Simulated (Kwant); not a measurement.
System: quantum point contact (saddle potential) in a Si two-dimensional gas. Effective mass 0.19 mₑ, grid spacing 2 nm, hard walls, nominal width 40 nm (19 grid rows, so walls 40 nm apart), one parabolic valley, scattering region 120 nm long along x; energies count from the band bottom; Fermi energy 0.0375 eV. Potential (V0 + ½k y²) cos²(πx/L) for |x| < L/2, with V0 swept from 0.039375 to 0 eV, k = 0.00038 eV/nm², L = 44 nm.

Constants are typed, rounded textbook-type inputs, not results; the design itself was drawn at random and stands for no fabricated device.

Computed with Kwant: effective-mass tight-binding model on a square grid, one spin, coherent transport at 0 K. Conductance is in e²/h.

Problem. Compare with the saddle-point formula G = Σ 1/(1 + exp(−2π(E − V0 − ħωy(n + ½))/ħωx)), taking ħωy = ħ√(k/m) and ħωx from the curvature along x of V0 plus half of the mode's confinement energy.

Solution. ħωy = 12.3 meV; at V0 = 32.0 meV the lowest mode has ħωx = 12.0 meV.

```csv
V0 (meV),formula,simulation
37.1,0.056,0.057
32.0,0.42,0.44
26.8,0.95,0.95
21.7,1.18,1.20
16.5,1.82,1.85
11.4,2.05,2.07
```

The formula takes a parabolic saddle in the continuum; the run has the full potential on a grid.
